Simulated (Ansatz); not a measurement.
The starting structures come from a database of crystals and need not be the phases stable at ambient conditions.

The decay constant κ of evanescent states in the gap governs leakage through a thin film.

Here is the system:

```
CELL_PARAMETERS angstrom
      3.07351     0.00000     0.00000
      0.00000     5.04525     0.00000
      1.53675     0.00000     2.58189
ATOMIC_POSITIONS crystal
  Si 0.33333 0.50040 0.33333
  Si 0.66667 0.00040 0.66667
  C  0.33333 0.12460 0.33333
  C  0.66667 0.62460 0.66667
```

The cell is strained (lengths along the current scaled by 0.97, ions clamped); by r2SCAN it stands under a pressure of 8.1 GPa.

Transport runs along the normal of the first two printed cell vectors.

The gap is the functional's own, uncorrected, and κ follows it; spin-orbit coupling is left out. Mid-gap means the computed energy nearest the middle.

Problem. State the band gap and the smallest decay constant κ at mid-gap according to r2SCAN in Ansatz (a quantum-chemistry and plane-wave program).

Solution. Gap 2.44 eV on a 12×6×12 mesh; κ = 0.272 1/Å, at (0.500, 0.000) of the in-plane reciprocal vectors. At the zone centre the slowest state has κ = 0.29 1/Å.
